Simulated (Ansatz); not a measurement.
The starting structures come from a database of crystals and need not be the phases stable at ambient conditions.

Data:

```
CELL_PARAMETERS angstrom
      4.20360     0.00000     0.00000
      0.00000     4.20360     0.00000
      2.10180    -2.10180     2.97240
ATOMIC_POSITIONS crystal
  Mg 0.00000 0.00000 0.00000
  Te 0.50000 0.50000 0.00000
```

Space group of this cell: Fm-3m, rock salt. The cell is taken as given; by PBEsol its mean pressure is -1.0 GPa.

These are PBEsol (plane waves, PAW; Ansatz, a program for electronic structure) values and carry that method's errors.

The current runs along the normal of the first two printed vectors; no spin-orbit coupling. Scaled by the factor s: the length along the current (ions clamped). Meshes 10×10×10 and 8×8 across the current in all rows.

```csv
s,mean pressure (GPa),band gap (eV)
0.97,0.6,0.29
1.00,-1.0,0.44
1.03,-2.1,?
```

Q: Take the slope of the band gap against ln s from the two given rows, extrapolate to s = 1.03, and say what the run there gives.

A: Slope = (0.29 − 0.44) / ln 0.97 = 4.92 eV. The line gives 0.44 + (4.92) × ln 1.03 = 0.59 eV. The run gives 0.28 eV, 0.31 eV under the line, 210 % of the predicted step.
